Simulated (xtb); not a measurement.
xtb 6.7.1, GFN2-xTB: Ge(OEt)4 triplet (CC[O][Ge]([O]CC)([O]CC)[O]CC), charge 0, multiplicity 3, 33 atoms. The geometry is a generated start, not checked to be a minimum at this level.

```yaml
method: GFN2-xTB
"--acc": 1 (default)
"--etemp (K)": 300 (default)
detailed input (--input): "none: ANC optimiser, Lindh (1995) Hessian, microcycle=20, maxdispl=1.0, hlow=0.01 (default)"
basis_functions: 78
valence_electrons: 80
```

Charge 0 and multiplicity 3 are set for this test and not shown to be the ground state. GFN-xTB has no spin term: --uhf 2 sets the occupations alone.

The structure is relaxed from this start with --opt LEVEL for the levels crude, sloppy, loose, lax, normal, tight, vtight, extreme, once each. Up to the end of the extreme run atoms move by at most 2.4 Å along an axis.

Task: What is the loosest level that ends within 1 meV of the extreme run, and how many cycles does it take?

Result: normal: 114 cycles against 148, ending 0.54 meV above.

| level | cycles | energy above the extreme run (meV) | gradient norm (eV/Å) |
|---|---|---|---|
| crude | 8 | 750 | 0.23 |
| sloppy | 53 | 93 | 0.14 |
| loose | 54 | 92 | 0.13 |
| lax | 86 | 12 | 0.11 |
| normal | 114 | 0.54 | 0.023 |
| tight | 120 | 0.15 | 0.014 |
| vtight | 131 | 0.030 | 0.0076 |
| extreme | 148 | — | 0.0016 |
